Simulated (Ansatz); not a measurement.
An Ansatz (a quantum-chemistry and plane-wave program) input (Kohn–Sham DFT with the PBEsol functional, run in Ansatz with PAW and 420 eV plane waves, spin-orbit coupling left out):

Ansatz 0.2 input:
```yaml
crystal:
  lattice:
    - [0, 3.1445591269, 3.1288363313]
    - [3.1445591269, 0, 3.1288363313]
    - [3.1445591269, 3.1445591269, 0]
  atoms:
    - { symbol: Sn, position: [0, 0, 0] }
    - { symbol: Te, position: [0.5, 0.5, 0.5] }
basis: { ecutwfc: 420, ecutrho_ratio: 4, xc_grid: 2, fft_grid_basis: typed }
kpoints: { mp_grid: { grid: [13, 13, 13] } }
hamiltonian:
  xc: pbesol
  dispersion: none
  pseudopotentials: { kind: paw }
scf: { occupations: { method: fermi_dirac, width: 0.05 }, convergence: { dr2_threshold: 0.0000000002 } }
relax: { f_tol: 0.005, max_steps: 50 }
output: { forces: true, stress: true }
checkpoint: { write: state.ck, write_every: 1000 }
```

Which symmetry and how many k-points will the program report, and about how many plane waves at Γ?

Space group I4/mmm (ITA 139) with 16 operations, k-points 196 of 2197, and 1243 plane waves at Γ.

And the final pressure?

0.23 GPa (compression positive).

The cells carry an imposed strain or load. No phonon test of stability was made. The cell was made from SnTe in the rock salt structure (space group Fm-3m, No. 225) by this change: uniaxial strain ε_zz = −0.50 %.
